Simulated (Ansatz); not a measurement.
## metastable zinc-blende AlN: the defect Si on the Al site (broken-bond start)

Level of theory: PBE, PAW (plane waves to 420 eV; Ansatz, a program for electronic structure). The supercell holds 64 host sites (2×2×2 repeats of the unit cell), with a 2×2×2 shifted k-point sampling for the final energies. Sites at the start: the Al site; started 0.95 Å off site, one bond broken. Energies of charged states are corrected for periodic images (point charge plus alignment at distant sites). Dielectric constants: PBE linear response of the host. Host gap at this level: 3.31 eV. Finite-size and sampling errors can reach tenths of an eV here. PBE underestimates the host's gap, which shifts levels and can delocalise carriers. Spin–orbit coupling is left out. Each state is the lowest found from its start.

Formation energies E_f are given with the Fermi level at the valence-band maximum. Chemical conditions: N-rich (Δμ(Al) = -2.69 eV, Δμ(Si) = -2.47 eV, bounded by beta Si3N4; only phases computed here count, gases as isolated molecules at 0 K). Reference phases: Al: fcc Al, Si: silicon.

```json
[
 {"charge": "+1", "moment (μB)": "not spin-polarised", "largest move off a lattice site (Å)": "0.11", "image correction with alignment (eV)": "0.27", "E_f, N-rich (eV)": "-1.73"},
 {"charge": "0*", "moment (μB)": "1.0", "largest move off a lattice site (Å)": "0.12", "image correction with alignment (eV)": "–", "E_f, N-rich (eV)": "–"},
 {"charge": "−1*", "moment (μB)": "not spin-polarised", "largest move off a lattice site (Å)": "0.13", "image correction with alignment (eV)": "–", "E_f, N-rich (eV)": "–"}
]
```

* At this level the carrier isn't localised at the defect: at charge 0 electrons occupy the conduction band; at charge −1 electrons occupy the conduction band. Such a state is shallow or no state of the defect, and this cell gives it no level.

No other site or start that was run ended lower by more than 0.1 eV.

Flagged in the runs: a strain field that reaches the edge of the cell.
